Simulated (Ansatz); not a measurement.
Ansatz (an electronic-structure program) run on a (001) slab of Ge2W (cut from a parent of space group no. 139; 6 atoms in the cell): self-consistent single point.

Method: PBEsol, default PAW files made with PBE (plane waves; Ansatz).

The change in words: vacuum of 6 angstrom (first run: 14 Å). Reference geometry:
```yaml
crystal:
  lattice:
    - [3.34120, 0.00000, 0.00000]
    - [0.00000, 3.34120, 0.00000]
    - [0.00000, 0.00000, 20.77881]
  atoms:
    - { symbol: Ge, position: [0.00000, 0.00000, 0.33688] }
    - { symbol: Ge, position: [0.50000, 0.50000, 0.66312] }
    - { symbol: W, position: [0.00000, 0.00000, 0.59888] }
    - { symbol: Ge, position: [0.50000, 0.50000, 0.53465] }
    - { symbol: Ge, position: [0.00000, 0.00000, 0.46536] }
    - { symbol: W, position: [0.50000, 0.50000, 0.40112] }
```

Reference input (self-consistent single point, DFT, PBEsol, plane waves, default PAW files made with PBE): basis.ecutwfc = 420 eV; kpoints.mp_grid.grid = 9 9 1; hamiltonian.xc = pbesol; hamiltonian.pseudopotentials = {kind: paw} (the program's default PAW files); scf.occupations.method = gaussian; scf.occupations.width = 0.1 eV. This run's input differs from it in these lines:

Ansatz 0.2 input:
```diff
@@ -4,10 +4,10 @@
     - [0.000000, 3.341202, 0.000000]
-    - [0.000000, 0.000000, 20.778809]
+    - [0.000000, 0.000000, 12.778796]
   atoms:
-    - { symbol: Ge, position_ang: [0.000000, 0.000000, 7.000007] }
-    - { symbol: Ge, position_ang: [1.670601, 1.670601, 13.778802] }
-    - { symbol: W, position_ang: [0.000000, 0.000000, 12.444096] }
-    - { symbol: Ge, position_ang: [1.670601, 1.670601, 11.109307] }
-    - { symbol: Ge, position_ang: [0.000000, 0.000000, 9.669606] }
-    - { symbol: W, position_ang: [1.670601, 1.670601, 8.334796] }
+    - { symbol: Ge, position_ang: [0.000000, 0.000000, 3.000001] }
+    - { symbol: Ge, position_ang: [1.670601, 1.670601, 9.778795] }
+    - { symbol: W, position_ang: [0.000000, 0.000000, 8.444088] }
+    - { symbol: Ge, position_ang: [1.670601, 1.670601, 7.109304] }
+    - { symbol: Ge, position_ang: [0.000000, 0.000000, 5.669594] }
+    - { symbol: W, position_ang: [1.670601, 1.670601, 4.334785] }
 basis:
```

The program printed (abridged):

```
SCF iter   1: F=—  HF=-37524.819923 eV  |F-HF|=—  |Δ(HF+E_count)|=         —  Δρ=5.83e-3  dr2=6.97e-1  ethr=1.77e-3  ⟨swp⟩=7.5  Hψ=3158  notcnv=0
all-band conjugate gradients solve this SCF's bands
preconditioner: auto → LDOS
SCF iter   2: F=—  HF=-37524.770813 eV  |F-HF|=—  |Δ(HF+E_count)|=   4.91e-2  Δρ=2.71e-3  dr2=2.51e-2  ethr=8.30e-4  ⟨swp⟩=2.0  Hψ=977  notcnv=0  defer=38
   [... lines left out ...]
SCF iter   6: F=—  HF=-37524.764878 eV  |F-HF|=—  |Δ(HF+E_count)|=   4.06e-5  Δρ=5.67e-5  dr2=8.71e-6  ethr=9.93e-8  ⟨swp⟩=3.0  Hψ=1495  notcnv=0  defer=38
SCF iter   7: F=—  HF=-37524.764879 eV  |F-HF|=—  |Δ(HF+E_count)|=   4.44e-7  Δρ=2.11e-5  dr2=6.78e-7  ethr=1.04e-8  ⟨swp⟩=2.0  Hψ=1088  notcnv=0  defer=38
SCF iter   8: F=—  HF=-37524.764878 eV  |F-HF|=—  |Δ(HF+E_count)|=   2.06e-7  Δρ=1.01e-5  dr2=3.11e-7  ethr=1.19e-10  ⟨swp⟩=13.3  Hψ=3881  notcnv=0
SCF iter   9: F=-37524.764878 eV  HF=-37524.764878 eV  |F-HF|=1.53e-9  |Δ(HF+E_count)|=   5.30e-8  Δρ=2.22e-6  dr2=8.77e-9  ethr=1.19e-10  ⟨swp⟩=3.3  Hψ=3127  notcnv=0
SCF 1 converged in 9 iterations: F = -37524.764878 eV  dr2 = 8.77e-9
Free energy (F): -37524.764878 eV
Internal energy: -37524.738500 eV  (E = F + TS)
E sigma→0 (E₀):  -37524.751689 eV
Entropy (-TS):   -0.026378 eV (-4.396 meV/atom)
Fermi energy:    9.502580 eV
--- Forces (eV/Å), atoms counted from 1 ---
  atom   1  Ge     0.00000000     0.00000000    -0.01983225
  atom   2  Ge     0.00000000     0.00000000     0.01983225
  atom   3  W      0.00000000     0.00000000    -0.70400263
  atom   4  Ge     0.00000000     0.00000000     0.12478980
  atom   5  Ge     0.00000000     0.00000000    -0.12478980
  atom   6  W      0.00000000     0.00000000     0.70400263
--- Stress (GPa, compression-positive) ---
       -6.303916       0.000000       0.000000
        0.000000      -6.303916       0.000000
        0.000000       0.000000      -2.833084
  P = ⅓ Tr σ = -5.1470 GPa (-51.470 kbar)
  The stress holds the Pulay correction. Without it, at fixed plane waves, as pw.x and ABINIT print it: P = -5.1733 GPa
```

The run converged in 9 iterations. Against the reference run the free energy is nearly the same (within 1 meV/atom) and the largest force goes from 0.686 to 0.704 eV/Å.

The starting cell comes from a database of computed structures (which also holds hypothetical and non-ambient phases and stackings), without a prior relaxation at this level. The slab is cut from that crystal, and its faces are unrelaxed. Its lattice was rescaled by up to half a per cent. Spin-orbit coupling is off. Spin polarisation is off.
